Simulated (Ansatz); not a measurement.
Ansatz (a first-principles code) run on Zn₂SeS (Pmm2, 4 atoms in the cell): self-consistent single point.

Method: PBEsol, default PAW files made with PBE (plane waves; Ansatz).

The change in words: lattice scaled by 0.98; kpoints.mp_grid.grid: 6 6 5 → 7 7 5. Reference geometry:
```
Zn2SeS
1.0
    3.92102     0.00000     0.00000
    0.00000     3.92102     0.00000
    0.00000     0.00000     5.53869
Zn Se S
2 1 1
Cartesian
  1.96051   0.00000   4.27635
  0.00000   1.96051   1.31234
  0.00000   0.00000   2.76934
  1.96051   1.96051   0.00000
```

Reference input (self-consistent single point, DFT, PBEsol, plane waves, default PAW files made with PBE): basis.ecutwfc = 420 eV; kpoints.mp_grid.grid = 6 6 5; hamiltonian.xc = pbesol; hamiltonian.pseudopotentials = {kind: paw} (the program's default PAW files); scf.occupations.method = fixed. This run's input differs from it in these lines:

Ansatz 0.2 input:
```diff
@@ -3,5 +3,5 @@
   lattice:
-    - [3.92101800, 0.00000000, 0.00000000]
-    - [0.00000000, 3.92101800, 0.00000000]
-    - [0.00000000, 0.00000000, 5.53868600]
+    - [3.84259800, 0.00000000, 0.00000000]
+    - [0.00000000, 3.84259800, 0.00000000]
+    - [0.00000000, 0.00000000, 5.42791200]
   atoms:
@@ -14,3 +14,3 @@
 kpoints:
-  mp_grid: { grid: [6, 6, 5] }
+  mp_grid: { grid: [7, 7, 5] }
 hamiltonian:
```

Output, abridged:

```
SCF iter   1: F=—  HF=-12873.831487 eV  |F-HF|=—  |Δ(HF+E_count)|=         —  Δρ=4.88e-3  dr2=2.06e-2  ethr=1.77e-3  ⟨swp⟩=4.7  Hψ=5418  notcnv=0  defer=140
all-band conjugate gradients solve this SCF's bands
preconditioner: auto → Resta (q_TF=auto, 2.487 Å⁻¹)
SCF iter   2: F=—  HF=-12873.825529 eV  |F-HF|=—  |Δ(HF+E_count)|=   5.96e-3  Δρ=1.76e-3  dr2=4.37e-3  ethr=4.49e-5  ⟨swp⟩=2.0  Hψ=2590  notcnv=0  defer=144
   [... lines left out ...]
SCF iter   5: F=—  HF=-12873.824375 eV  |F-HF|=—  |Δ(HF+E_count)|=   4.22e-5  Δρ=1.03e-4  dr2=1.27e-5  ethr=2.72e-7  ⟨swp⟩=2.8  Hψ=2153  notcnv=0  defer=75
SCF iter   6: F=—  HF=-12873.824356 eV  |F-HF|=—  |Δ(HF+E_count)|=   1.85e-5  Δρ=3.86e-5  dr2=1.13e-6  ethr=2.76e-8  ⟨swp⟩=2.0  Hψ=2160  notcnv=0  defer=48
SCF iter   7: F=—  HF=-12873.824358 eV  |F-HF|=—  |Δ(HF+E_count)|=   1.34e-6  Δρ=1.50e-5  dr2=1.46e-7  ethr=2.47e-9  ⟨swp⟩=2.0  Hψ=2400  notcnv=0  defer=48
SCF iter   8: F=-12873.824358 eV  HF=-12873.824358 eV  |F-HF|=1.12e-7  |Δ(HF+E_count)|=   5.31e-8  Δρ=1.23e-5  dr2=7.53e-8  ethr=2.17e-10  ⟨swp⟩=9.9  Hψ=7475  notcnv=0
SCF 1 converged in 8 iterations: F = -12873.824358 eV  dr2 = 7.53e-8
Free energy (F): -12873.824358 eV
Internal energy: -12873.824358 eV  (E = F + TS)
E sigma→0 (E₀):  -12873.824358 eV
Fermi energy:    7.092415 eV
--- Forces (eV/Å), atoms counted from 1 ---
  atom   1  Zn     0.00000000     0.00000000    -0.39176510
  atom   2  Zn     0.00000000     0.00000000     0.06897895
  atom   3  Se     0.00000000     0.00000000     0.16705130
  atom   4  S      0.00000000     0.00000000     0.15572178
--- Stress (GPa, compression-positive) ---
        1.973693       0.000000       0.000000
        0.000000       3.365416       0.000000
        0.000000       0.000000       2.553787
  P = ⅓ Tr σ = 2.6310 GPa (26.310 kbar)
  The stress holds the Pulay correction. Without it, at fixed plane waves, as pw.x and ABINIT print it: P = 2.5672 GPa
```

The run converged in 8 iterations. Against the reference run the free energy goes up by 1.7 meV/atom, the pressure goes from -1.79 to 2.63 GPa, the largest force goes from 0.369 to 0.392 eV/Å and the gap on the mesh goes from 1.380 to 1.616 eV.

The starting cell comes from a database of computed structures (which also holds hypothetical and non-ambient phases and stackings), without a prior relaxation at this level. Its lattice was rescaled by up to half a per cent. One atom was moved a little off its site on purpose. For this run, on top of that: lattice scaled by 0.98. Ansatz's pressure includes its estimate of the finite-basis (Pulay) stress.
